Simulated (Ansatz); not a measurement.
```
CELL_PARAMETERS angstrom
      3.96986     0.00000     0.00000
      0.00000     3.96986     0.00000
      0.00000     0.00000     3.99064
ATOMIC_POSITIONS crystal
  K  0.50000 0.50000 0.50000
  Ta 0.00000 0.00000 0.00000
  O  0.00000 0.50000 0.00000
  O  0.50000 0.00000 0.00000
  O  0.00000 0.00000 0.50000
```

Calculation: PBEsol with spin-orbit coupling, rigid bands (plane waves, PAW; Ansatz, a program for electronic structure). Condition of this run: biaxial stress xx = yy = 2 GPa (compression positive) (the target of the relaxation). Geometry: cell and atoms relaxed with PBEsol, then loaded as said.

Predict the electron conductivity mass (n e² τ/σ) at 300 K, by direction if it differs.

0.46 (x), 0.46 (y), 0.43 (z) mₑ.

What conductivity effective mass do dilute holes have at 300 K?

2.2 (x), 2.2 (y), 1.86 (z) mₑ.

And the band gap?

2.01 eV at this level; semilocal functionals usually fall short of the measured gap.

Rigid bands, one relaxation time for all states, no polarons.
